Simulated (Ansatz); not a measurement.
# SrZrO3 (Cmcm, No. 63, 20 atoms in the cell; start mp-3626; a measured phase of this formula has another space group)

Method: LDA in Ansatz (PAW).

Numerical settings: plane-wave cutoff 520 eV, 6×6×4 k mesh (along the axes of the cell as run), Fermi–Dirac smearing 0.01 eV, scalar-relativistic PAW data made under PBE.

Cell (relaxed at this level):

```cif
data_O12Sr4Zr4
_chemical_formula_sum 'Sr4 Zr4 O12'
_space_group_name_H-M_alt 'P 1'
_space_group_IT_number 1
_cell_length_a 5.73163
_cell_length_b 5.73163
_cell_length_c 8.12376
_cell_angle_alpha 90.000
_cell_angle_beta 90.000
_cell_angle_gamma 90.738
loop_
_space_group_symop_operation_xyz
  'x, y, z'
loop_
_atom_site_label
_atom_site_type_symbol
_atom_site_fract_x
_atom_site_fract_y
_atom_site_fract_z
_atom_site_occupancy
Sr1 Sr 0.98712 0.01288 0.75000 1
Sr2 Sr 0.01288 0.98712 0.25000 1
Sr3 Sr 0.49407 0.50593 0.75000 1
Sr4 Sr 0.50593 0.49407 0.25000 1
Zr1 Zr 0.50000 0.00000 0.00000 1
Zr2 Zr 0.50000 0.00000 0.50000 1
Zr3 Zr 0.00000 0.50000 0.00000 1
Zr4 Zr 0.00000 0.50000 0.50000 1
O1 O 0.95379 0.44489 0.75000 1
O2 O 0.04621 0.55511 0.25000 1
O3 O 0.44489 0.95379 0.25000 1
O4 O 0.55511 0.04621 0.75000 1
O5 O 0.20948 0.79052 0.54787 1
O6 O 0.79052 0.20948 0.45213 1
O7 O 0.79052 0.20948 0.04787 1
O8 O 0.20948 0.79052 0.95213 1
O9 O 0.29450 0.29450 0.00000 1
O10 O 0.70550 0.70550 0.00000 1
O11 O 0.70550 0.70550 0.50000 1
O12 O 0.29450 0.29450 0.50000 1
```

```yaml
band_gap: 3.59 eV
smallest_direct_gap_on_the_k_points_sampled: 3.62 eV
```

Spin–orbit coupling is not included.

The result took around 100 core-seconds (rough).

A start named mp-… is a Materials Project structure, which need not be a measured phase.

Ansatz is a quantum-chemistry and plane-wave program.
